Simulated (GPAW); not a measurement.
## GPAW run on Si2Mo (I4/mmm, 3 atoms in the cell): self-consistent single point

Computed with PBE, GPAW PAW datasets PBE (gpaw-data 1.0.1) (plane waves; GPAW).

The input file:

```python
from ase import Atoms
from ase.units import GPa
from gpaw import GPAW, PW

atoms = Atoms(['Si', 'Si', 'Mo'],
              cell=[[-1.614947, 1.614947, 3.939360],
                    [1.614947, -1.614947, 3.939360],
                    [1.614947, 1.614947, -3.939360]],
              positions=[[-0.000000, 0.000000, 5.235961],
                         [-0.000000, 0.000000, 2.642759],
                         [0.000000, 0.000000, 0.000000]],
              pbc=True)

calc = GPAW(mode=PW(550),
            xc='PBE',
            kpts={'size': (14, 14, 14), 'gamma': True},
            occupations={'name': 'methfessel-paxton', 'width': 0.272, 'order': 0},
            nbands=-9,
            convergence={'forces': 0.001},
            symmetry={'symmorphic': False, 'tolerance': 0.0005},
            maxiter=100,
            txt='-')

atoms.calc = calc

energy = atoms.get_potential_energy()
print('Energy (eV):', round(energy, 6))
forces = atoms.get_forces()
print('Forces (eV/Ang):')
print(forces.round(5))
stress = atoms.get_stress()
print('Stress (GPa, Voigt):', (stress / GPa).round(4))
```

Output, abridged:

```
Input parameters:
  convergence: {forces: 0.001}
  kpts: {gamma: True,
         size: (14, 14, 14)}
  maxiter: 100
  mode: {ecut: 550.0,
         name: pw}
  nbands: -9
  occupations: {name: methfessel-paxton,
                order: 0,
                width: 0.272}
  symmetry: {symmorphic: False,
             tolerance: 0.0005}
  xc: PBE

species:
  Si:
    name: Silicon
    Z: 14.0
    valence: 4
    core: 10
    charge: 0.0
    file: Si.PBE.gz

    # Using partial waves for Si as LCAO basis

  Mo:
    name: Molybdenum
    Z: 42.0
    valence: 14
    core: 28
    charge: 0.0
    file: Mo.PBE.gz

    # Using partial waves for Mo as LCAO basis

Reference energy: -125906.761132  # eV

Spin-paired calculation

Convergence criteria:
 Maximum [total energy] change in last 3 cyles: 0.0005 eV / valence electron
 Maximum integral of absolute [dens]ity change: 0.0001 electrons / valence electron
 Maximum integral of absolute [eigenst]ate change: 4e-08 eV^2 / valence electron
 Maximum change in the atomic [forces] across last 2 cycles: 0.001 eV/Ang OR
Maximum error relative to the maximum force is below inf
 Maximum number of scf [iter]ations: 100

Symmetries present (total): 16
Symmetries with fractional translations: 0
2744 k-points: 14 x 14 x 14 Monkhorst-Pack grid + [1/28,1/28,1/28]
244 k-points in the irreducible part of the Brillouin zone
       k-points in crystal coordinates                weights
   0:     0.00000000    0.00000000    0.00000000          1/2744
   1:     0.07142857   -0.07142857    0.00000000          4/2744
   2:     0.07142857   -0.07142857    0.07142857          4/2744
   [... 7 lines left out ...]
          ...
 243:     0.50000000    0.50000000    0.50000000          1/2744

Wave functions: Plane wave expansion
  Cutoff energy: 550.000 eV
  Number of coefficients (min, max): 1187, 1221
  Pulay-stress correction: 0.000000 eV/Ang^3 (de/decut=0.000000)

Occupation numbers: Methfessel-Paxton:
  width: 0.2720  # eV
  order: 0

Eigensolver

Densities:
  Coarse grid: 25*25*25 grid
  Fine grid: 50*50*50 grid
  Total Charge: 0.000000

Density mixing:
  Method: separate
  Backend: pulay
  Linear mixing parameter: 0.05
  old densities: 5
  Damping of long wavelength oscillations: 50

Hamiltonian:
  XC and Coulomb potentials evaluated on a 50*50*50 grid
  External potential:
    NoExternalPotential

XC parameters: PBE with 2 nearest neighbor stencil

Number of atoms: 3
Number of atomic orbitals: 21
Number of bands in calculation: 20
Number of valence electrons: 22
Bands to converge: occupied

Density initialized from atomic densities
  20 bands from LCAO basis set

Atomic positions and initial magnetic moments

Positions:
   0 Si    -0.000000    0.000000    5.235961    ( 0.0000,  0.0000,  0.0000)
   1 Si    -0.000000    0.000000    2.642759    ( 0.0000,  0.0000,  0.0000)
   2 Mo     0.000000    0.000000    0.000000    ( 0.0000,  0.0000,  0.0000)

Unit cell:
           periodic     x           y           z      points  spacing
  1. axis:    yes   -1.614947    1.614947    3.939360    25     0.1195
  2. axis:    yes    1.614947   -1.614947    3.939360    25     0.1195
  3. axis:    yes    1.614947    1.614947   -3.939360    25     0.0914

  Lengths:   4.553533   4.553533   4.553533
  Angles:  138.455029 138.455029  60.206811

Effective grid spacing dv^(1/3) = 0.1380

     iter     time        total  log10-change:
                         energy   eigst   dens  force
iter:   1 --:--:--   -24.524621
iter:   2 --:--:--   -24.274851   -0.79  -1.10
iter:   3 --:--:--   -23.598520   -1.31  -1.14
iter:   4 --:--:--   -23.610607   -2.85  -1.28
iter:   5 --:--:--   -23.544400   -1.69  -1.34
iter:   6 --:--:--   -23.522025   -2.91  -2.03
iter:   7 --:--:--   -23.520598   -3.55  -2.17
iter:   8 --:--:--   -23.521213c  -4.02  -2.69
iter:   9 --:--:--   -23.520173c  -4.44  -2.51
iter:  10 --:--:--   -23.520177c  -5.81  -3.60
iter:  11 --:--:--   -23.520176c  -7.47c -3.74
iter:  12 --:--:--   -23.520169c  -6.37  -3.75
iter:  13 --:--:--   -23.520172c  -7.08  -3.78
iter:  14 --:--:--   -23.520172c  -6.82  -3.90
iter:  15 --:--:--   -23.520174c  -7.07  -3.92
iter:  16 --:--:--   -23.520172c  -7.42c -4.00
iter:  17 --:--:--   -23.520172c  -8.84c -4.43c
iter:  18 --:--:--   -23.520171c  -8.36c -4.52c -2.75
iter:  19 --:--:--   -23.520172c  -8.85c -4.66c -3.16c

Converged after 19 iterations.

Dipole moment: (0.000000, -0.000000, 0.000000) |e|*Ang

Energy contributions relative to reference atoms: (reference = -125906.761132)

Kinetic:         -2.408506
Potential:       +0.983710
External:        +0.000000
XC:             -21.798835
Entropy (-ST):   -0.011172
Local:           -0.290954
SIC:             +0.000000
--------------------------
Free energy:    -23.525757
Extrapolated:   -23.520172

Showing only first 2 kpts
 Kpt  Band  Eigenvalues  Occupancy
  0     9      9.24591    2.00000
  0    10     12.12635    0.07128
  0    11     14.81813    0.00000
  0    12     15.08924    0.00000

  1     9      9.80971    2.00000
  1    10     11.55513    1.75647
  1    11     14.34327    0.00000
  1    12     15.01273    0.00000

Fermi level: 11.77943

No gap
No difference between direct/indirect transitions
Energy (eV): -23.520172

Forces in eV/Ang:
  0 Si    0.00000    0.00000    0.05526
  1 Si    0.00000    0.00000   -0.05526
  2 Mo   -0.00000   -0.00000    0.00000

Stress tensor:
     0.009415     0.000000    -0.000000
     0.000000     0.009415     0.000000
    -0.000000     0.000000     0.001830
Stress (GPa, Voigt): [ 1.5084  1.5084  0.2932  0.     -0.      0.    ]
```

The run converged in 19 iterations. GPAW prints stress with tension positive.

The starting cell comes from a database of computed structures (which also holds hypothetical and non-ambient phases and stackings), without a prior relaxation at this level. Its lattice was rescaled by a random factor within 2.5 % of one. Spin polarisation is off.

Cost on one core of a shared machine: roughly 3 min.
